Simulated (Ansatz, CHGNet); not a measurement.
For Bi2Te3 (model structure, started from the A-La2O3 type, P-3m1, No. 164, 5 atoms in the cell), the machine-learned potential CHGNet-r²SCAN (trained on r²SCAN data) gives:

* **equilibrium lattice constant a**: 4.376 Å
* **c axis length**: 11.577 Å

Question: What does r²SCAN (PAW; Ansatz, an electronic-structure program) give for the same quantities?

Answer: 
- lattice constant a: 4.409 Å (increases by 0.8 %)
- lattice parameter c: 11.007 Å (falls by 4.9 %)

Changes are worked out from the printed values.

Unless a cell is named, each level is at its own relaxed cell (CHGNet-r²SCAN 38.39, r²SCAN 37.06 Å³/atom).

Levels without +SOC leave out spin–orbit coupling, which shifts energies and cells of such heavy elements.

Ansatz's density-functional and Hartree–Fock values are scalar-relativistic unless marked +SOC, with PAW data made under PBE.

A model structure was made by putting elements into a prototype or built by hand; it is no filed structure, need not be a known phase, and can be a saddle point held by its symmetry.
